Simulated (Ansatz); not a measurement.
**Effect of x(Pt) = 0.5, 2 atoms, R-3m on W**

The reference is W in the fcc (Cu type) structure (space group Fm-3m, No. 225; a = 3.9976 Å).

The other end (x = 1) is Pt in the fcc (Cu type) structure (space group Fm-3m, No. 225): 15.04 Å³/atom, gap zero.

Modification: a fraction x = 0.5 of the W sites is given to Pt, ordered in a cell of 2 atoms (starting symmetry R-3m) and fully relaxed.

All numbers come from Ansatz (an electronic-structure program) PBEsol, no spin-orbit coupling. Γ-centred 19×19×19 mesh, Fermi–Dirac width 0.05 eV, for the changed cell.

The density grows by 1.56 g/cm³, from 19.11 g/cm³ to 20.67 g/cm³ and the band gap remains zero. The mixing energy comes out as -0.31 eV/atom (to 0.01 eV only: unlike meshes or grids) and the deviation of the volume from the linear (Vegard-type) interpolation is -1.8 %.

Final structure:

```
CELL_PARAMETERS angstrom
      1.38705     0.80081     4.56695
     -1.38705     0.80081     4.56695
      0.00000    -1.60163     4.56695
ATOMIC_POSITIONS crystal
  W  0.00000 0.00000 0.00000
  Pt 0.50000 0.50000 0.50000
```

Cost of the whole job for the changed cell (relaxation, final SCF and bands): very roughly 110 core-seconds.

These are small ordered cells, not random alloys; other orderings at the same x differ. No phonon test of stability was made. The final runs are not spin-polarised. This is not the structure that W has at room temperature and ambient pressure.
